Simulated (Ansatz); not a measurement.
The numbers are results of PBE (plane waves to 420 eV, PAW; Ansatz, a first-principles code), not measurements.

Plane-averaged electrostatic potential energy along the normal, in eV from the Fermi level, for a constructed model of the (0001) surface of hcp Ti, (√3x√3)R30° surface alloy, Zn on one Ti site of the top plane (bottom of the slab: a bare face, its two planes held):

(z (Å), V (eV)): (3.79, 4.42); (4.08, 4.42); (4.38, 4.41); (4.67, 4.40); (4.96, 4.39); (5.25, 4.35); (5.54, 4.28); (5.83, 4.15); (6.12, 3.90); (6.42, 3.44); (6.71, 2.59); (7.00, 1.11); (7.29, -1.61); (7.58, -6.57); (7.88, -11.03); (8.17, -12.87); (8.46, -11.80); (8.75, -7.96); (9.04, -2.86); (9.33, -0.34); (9.62, -1.44); (9.92, -6.04); (10.21, -10.63); (10.50, -12.66); (10.79, -11.73); (11.08, -7.95); (11.38, -2.87); (11.67, -0.35); (11.96, -1.25); (12.25, -5.65); (12.54, -10.35); (12.83, -12.56); (13.12, -11.88); (13.42, -8.38); (13.71, -3.38); (14.00, -0.68); (14.29, -1.66); (14.58, -6.07); (14.88, -10.57); (15.17, -12.56); (15.46, -11.67); (15.75, -7.96); (16.04, -2.97); (16.33, -0.44); (16.62, -1.39); (16.92, -5.81); (17.21, -10.43); (17.50, -12.55); (17.79, -11.76); (18.08, -8.17); (18.38, -3.25); (18.67, -0.89); (18.96, -2.63); (19.25, -7.22); (19.54, -10.96); (19.83, -12.13); (20.12, -10.18); (20.42, -5.66); (20.71, -0.93); (21.00, 1.48); (21.29, 2.71); (21.58, 3.38); (21.88, 3.73); (22.17, 3.92); (22.46, 4.02); (22.75, 4.07); (23.04, 4.10); (23.33, 4.11); (23.62, 4.12); (23.92, 4.12); (24.21, 4.12)

Set-up: 18 atoms, 11.6 Å thick at the start; mesh 9x9x1; 0.1 eV smearing; dipole correction on; 6 atoms held, the rest relaxed; start symmetry kept, larger cells not searched; no spin, no spin-orbit, no U. It is one candidate, not shown to be the stable structure of the face.

The vacuum level lies 4.13 eV above the Fermi level over the top face and 4.42 eV above it under the bottom face.
